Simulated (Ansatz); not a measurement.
Surface: Si(111) 1x1 surface, 6 top atoms, 3 bilayers, bottom bilayer H-capped and fixed, every top atom capped by F; cell 11.5 x 6.6 Å; about 9 Å thick over its heavy atoms, 18 atoms held. Computed with PBE-D3(BJ) (plane waves to 420 eV, PAW; Ansatz, a first-principles code). k mesh 1 x 2 x 1. The slab states were run without spin polarisation. Slab thickness, cell and mesh are as stated and are not converged limits. Energies are static: no zero-point or thermal part. Relaxed states are local minima reached from one prepared geometry each.

One Si2H6 a cell is brought to Si(111):F. Relaxed result near the molecule:

| atom | x (Å) | y (Å) | z (Å) |
|---|---|---|---|
| F(30) | 3.831 | 6.676 | 11.125 |
| F(31) | 5.757 | 3.334 | 11.106 |
| F(46) | 7.671 | 6.674 | 11.126 |
| Si(a0) | 5.397 | 4.503 | 14.101 |
| Si(a1) | 5.650 | 2.199 | 14.481 |
| H(a2) | 6.535 | 5.039 | 13.295 |
| H(a3) | 4.122 | 4.773 | 13.369 |
| H(a4) | 5.359 | 5.238 | 15.404 |
| H(a5) | 4.616 | 1.728 | 15.453 |
| H(a6) | 5.493 | 1.423 | 13.212 |
| H(a7) | 7.004 | 1.911 | 15.049 |

### Question
What is the adsorption energy against the free Si2H6 and the slab before, and how much of it is dispersion?

### Answer
-0.26 eV (negative: bound); the D3 term gives -0.25 eV of it. Its closest contact to the surface is H(a6) to F(31) at 2.86 Å; no covalent or hydrogen bond holds it, so it is physisorbed.
